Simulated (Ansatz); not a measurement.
# Effect of uniaxial stress, 5 GPa compression along z on MoS2

Start from MoS₂ in the 3R-MoS2 type structure (space group R3m, No. 160; layered, stacked along the Cartesian z axis).

```yaml
crystal:
  lattice:
    - [1.57655, 0.91022, 5.99710]
    - [-1.57655, 0.91022, 5.99710]
    - [0.00000, -1.82045, 5.99710]
  atoms:
    - { symbol: Mo, position: [0.00002, 0.00002, 0.00002] }
    - { symbol: S, position: [0.75355, 0.75355, 0.75355] }
    - { symbol: S, position: [0.57974, 0.57974, 0.57974] }
```

Cartesian axes are those of the cell as printed.

Perturbation: uniaxial stress, 5 GPa compression along z, with the cell and atoms free to relax against it.

Computed with DFT with PBE-D3(BJ), PAW potentials and a 420 eV plane-wave cutoff in Ansatz (a first-principles code), scalar-relativistic without spin-orbit coupling. Settings: 12×12×12 k-points, 0.05 eV Fermi–Dirac smearing.

```csv
quantity,base,changed,shift
volume per atom,17.21 Å³,16.35 Å³,-0.86 Å³
shortest interatomic distance,2.399 Å,2.393 Å,-0.006 Å
energy relative to the base (free energy F),0 meV/atom,+14 meV/atom,+14 meV/atom
band gap,0.77 eV,0.45 eV,-0.32 eV
gap character,"indirect, T → Γ–S₀ (56 % along)","indirect, T → Γ–S₀ (56 % along)",–
smallest direct gap,1.77 eV,1.63 eV,-0.14 eV
width of the top valence band,1.86 eV,2.10 eV,+0.24 eV
hole mass,"1.0 mₑ along k, 0.59 mₑ across (at T)","1.7 mₑ along k, 0.33 mₑ across (at T)",–
"strain response (xx, yy, zz)",–,"(+0.47, +0.47, −5.89) %",–
```

Final structure:

```xyz
3
Lattice="1.5840 0.9145 5.6439 -1.5840 0.9145 5.6439 0.0000 -1.8290 5.6439" Properties=species:S:1:pos:R:3 pbc="T T T"
Mo     0.0000     0.0000     0.0010
S      0.0000     0.0000    12.8325
S      0.0000     0.0000     9.7414
```

Masses are band curvatures over ±0.01 Å⁻¹ around the edge. Along k means along the line from Γ to the band edge. Beyond what the load breaks, stability against distortions was not tested.
